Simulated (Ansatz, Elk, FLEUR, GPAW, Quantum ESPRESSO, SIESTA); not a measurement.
## Code comparison for CoIr (R-3m, 2 atoms in the cell)

Self-consistent single point, at a second geometry (lattice scaled by 0.98). First geometry:

```xyz
2
Lattice="1.3242 0.7645 4.1648 -1.3242 0.7645 4.1648 0.0000 -1.5291 4.1648" Properties=species:S:1:pos:R:3 pbc="T T T"
Co     0.0000     0.0000     0.0000
Ir     0.0000     0.0000     6.2472
```
Moments meant for the start (each program seeds them in its own way; μB, in the order of the atoms Co Ir): 3.0 0.0.

Shared settings, as Ansatz (a program for electronic structure) writes them: kpoints.mp_grid.grid = 12 12 12; scf.occupations.method = gaussian; scf.occupations.width = 0.136 eV. Potentials and cutoffs stand in the table.

```tsv
code	model	ΔF from the first geometry (meV/atom)	pressure (GPa)	size of the net moment (μB/atom)	cutoff
FLEUR	PBEsol, all-electron FLAPW (FLEUR), scalar-relativistic valence	–	–	0.63	Kmax 3.6 1/bohr
SIESTA	GGA PBEsol, numerical atomic orbitals DZP, PseudoDojo PBEsol standard norm-conserving potentials (rewritten from UPF to PSML)	20.5	14.28	0.70	grid 400 Ry
Ansatz	PBEsol, PAW files made with PBE	17.5	13.66	0.64	default
Elk	PBEsol, all-electron FP-LAPW, Elk's shipped species files, LAPW+lo basis	–	–	0.62	rgkmax 8
Quantum ESPRESSO	PBEsol, PSlibrary PAW (PBE) pseudopotentials	20.7	13.87	0.63	50 Ry
GPAW	PBEsol, GPAW PAW datasets PBEsol (made by gpaw-setup)	18.2	13.79	0.63	800 eV
```

For Quantum ESPRESSO (by 0.6 GPa) the energy change implies a higher mean pressure, against the two pressures, than for the other programs: a sign of finite-basis (Pulay) stress.

A dash marks a value that a program does not give, or that is left out as unsure.

On Ansatz's run: spin-orbit coupling is off. With one magnetic atom in the cell only a parallel order is possible.

The spread over the programs that give each value: ΔF from the first geometry within 3.2 meV/atom; pressure within 0.62 GPa; size of the net moment within 0.08 μB/atom.

SIESTA uses small atom-centred bases, whose incompleteness enters pressures, forces and empty levels differently from a plane-wave cutoff. FLEUR and Elk treat all electrons, but the usual bases taken here (sphere radii, linearisation, local orbitals, empty states) were not tested for convergence, so the values are no reference for the others. Ansatz's pressure is given at a fixed set of plane waves, as the other plane-wave codes print theirs; with its correction for the finite basis it is 13.78 GPa.

The starting cell comes from a database of computed structures (which also holds hypothetical and non-ambient phases and stackings), without a prior relaxation at this level. For this run, on top of that: lattice scaled by 0.98.

Keys are those of Ansatz 0.2.
